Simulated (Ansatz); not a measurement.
## AlN: band gap against strain

AlN (wurtzite, P6_3mc, 10.461 Å³/atom at rest, c along z) under a strain ε along c (axis z), the other axes held. PBEsol in Ansatz, a plane-wave DFT program (PAW, default set), 420 eV, 12×12×7 Γ-centred mesh, Fermi-Dirac smearing 0.05 eV; ions are relaxed within the symmetry of each cell. Gaps are the smallest over the k-mesh and a band path, without spin-orbit coupling; in all rows the valence edge lies at Γ and the conduction edge at Γ.

Here s stands for strain and Eg for gap.

```csv
strain (%),gap (eV)
-3.00,?
-1.80,4.145
-1.20,4.131
-0.60,4.114
0.00,4.094
```

Taking a straight line for Eg over the 4 complete rows: Means: s -0.90000, Eg 4.1210. About the means, the sum of products is -0.051000 and the sum of squares of s is 1.8000; the slope is their ratio. Least squares gives Eg = 4.0955 - 0.02833·s. Residuals (row less fit): -0.0015, 0.0015, 0.0015, -0.0015; standard error 0.0021 (degrees of freedom: 2). Over these rows the gap moves by -2.8 ± 0.2 eV per unit strain.

Q: Predict the withheld Eg at s = -3.00 from the fit, and compare with the calculation.

A: Eg = 4.0955 - 0.02833 × (-3.0) = 4.1805 eV. The calculation gives 4.170 eV, 0.0105 eV below the prediction (13.8 % of the range of Eg in the table). The row lies outside the fitted rows, so this is an extrapolation. From the scatter of the fitted rows alone, a prediction at this place has a standard error of 0.0041 eV, so the miss is 2.6 times that.

One order more, fitted to all 6 runs of the series, follows each within 0.001, so the miss is the next term of a smooth law. Rows are the converged runs of the series near zero and its far end; series whose fitted rows scatter by over a few per cent of the range, as at a crossing or softening among them, aren't shown in this form. Most that stay on the fit to the last digits aren't either.
